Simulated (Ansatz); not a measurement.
Hypothetical rock salt BeTe: pressure series

Consider BeTe in the rock salt structure (space group Fm-3m, No. 225; a = 5.302 Å; a hypothetical phase, not in the database extracts checked).

Cell and atoms are relaxed at each pressure.

The values are results of DFT with PBEsol, PAW potentials and a 420 eV plane-wave cutoff in Ansatz (a first-principles code), without spin-orbit coupling, earlier PAW set, not measurements.

| pressure (GPa) | volume per atom (Å³/atom) |
|---|---|
| -2 | 19.184 |
| 0 | 18.632 |
| 3 | ? |
| 7 | 17.173 |
| 15 | 16.012 |
| 30 | 14.525 |
| 50 | 13.217 |
| 75 | 12.097 |
| 100 | 11.282 |

Problem. Fit the third-order Birch–Murnaghan form P(V) = (3B₀/2)[(V₀/V)^(7/3) − (V₀/V)^(5/3)]·[1 + (3/4)(B₀′ − 4)((V₀/V)^(2/3) − 1)] (squares taken in P) to the rows shown and predict the withheld row.

Solution. Least squares on the printed values gives V₀ = 18.628 Å³/atom, B₀ = 73.7 GPa, B₀′ = 4.0; this predicts 17.937 Å³/atom, and the run gives 17.931 Å³/atom, 0.006 lower.

Load acts through the strain it causes; cell and atoms are relaxed under it. Whether these cells are dynamically stable was not tested. No other phases were tried under pressure. All final runs are without spin polarisation.
